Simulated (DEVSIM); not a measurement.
CdS/CdTe n-p heterojunction

Device: CdS/CdTe n-p heterojunction, at 300 K.

```
layer (left to right)  material  thickness (μm)  Nd (cm⁻³)  Na (cm⁻³)  τn (s)  τp (s)
---------------------  --------  --------------  ---------  ---------  ------  ------
1                           CdS           0.450     1.1e18          -  1.2e-9  1.2e-9
2                          CdTe           0.510          -     2.7e15  1.2e-9  1.2e-9
```

Left contact: ohmic. Right contact: ohmic. Voltage is applied to the left contact. Recombination: SRH at mid-gap, Auger. Mobility is μmin + (μ − μmin)/(1 + (N/Nref)^α).

This is a model device: material constants are rounded textbook-type values typed into the input, and sizes, dopings and lifetimes were drawn at random. Values at 300 K.

| parameter | CdS | CdTe |
|---|---|---|
| gap (eV) | 2.4 | 1.5 |
| affinity (eV) | 4.3 | 4.28 |
| permittivity | 9 | 10.2 |
| Nc (cm⁻³) | 2.2e18 | 8e17 |
| Nv (cm⁻³) | 1.8e19 | 1.8e19 |
| μn (cm²/Vs) | 300 | 1000 |
| μp (cm²/Vs) | 25 | 80 |
| μn,min | 30 | 100 |
| μp,min | 3 | 10 |
| Nref,n | 1e17 | 1e17 |
| Nref,p | 1e17 | 1e17 |
| αn | 0.6 | 0.6 |
| αp | 0.6 | 0.6 |
| Cn (cm⁶/s) | 1e-30 | 1e-30 |
| Cp (cm⁶/s) | 1e-30 | 1e-30 |

Simulated with DEVSIM: 1D drift-diffusion, Boltzmann statistics, complete ionisation; no tunnelling, impact ionisation, image-force lowering or self-heating. Band offsets follow the typed affinities; no thermionic-emission limit at abrupt steps, no polarisation charge.

```
Item                                                Value
---------------------------------------------  ----------
Potential step across the device at zero bias     1.234 V
Largest field in the device at zero bias       50000 V/cm
Dark forward voltage at 1 A/cm²                   0.965 V
Dark forward voltage at 100 A/cm²                 1.105 V
```

Dark reverse current:

```csv
V (V),J (A/cm²)
0.04,1.6e-10
0.10,3.1e-10
0.20,5.1e-10
0.30,6.8e-10
0.40,8.4e-10
0.60,1.1e-9
0.80,1.3e-9
1.00,1.5e-9
1.30,1.7e-9
1.60,1.9e-9
2.00,2.1e-9
```

Dark forward current:

```json
[
 {"V (V)": "-0.05", "J (A/cm²)": "-3.8e-10"},
 {"V (V)": "-0.15", "J (A/cm²)": "-3.9e-9"},
 {"V (V)": "-0.25", "J (A/cm²)": "-3.0e-8"},
 {"V (V)": "-0.35", "J (A/cm²)": "-2.3e-7"},
 {"V (V)": "-0.40", "J (A/cm²)": "-6.4e-7"},
 {"V (V)": "-0.50", "J (A/cm²)": "-4.9e-6"},
 {"V (V)": "-0.60", "J (A/cm²)": "-4.0e-5"},
 {"V (V)": "-0.70", "J (A/cm²)": "-0.00037"},
 {"V (V)": "-0.80", "J (A/cm²)": "-0.0050"},
 {"V (V)": "-0.90", "J (A/cm²)": "-0.11"},
 {"V (V)": "-0.95", "J (A/cm²)": "-0.60"},
 {"V (V)": "-1.05", "J (A/cm²)": "-18"},
 {"V (V)": "-1.15", "J (A/cm²)": "-340"},
 {"V (V)": "-1.25", "J (A/cm²)": "-2700"}
]
```
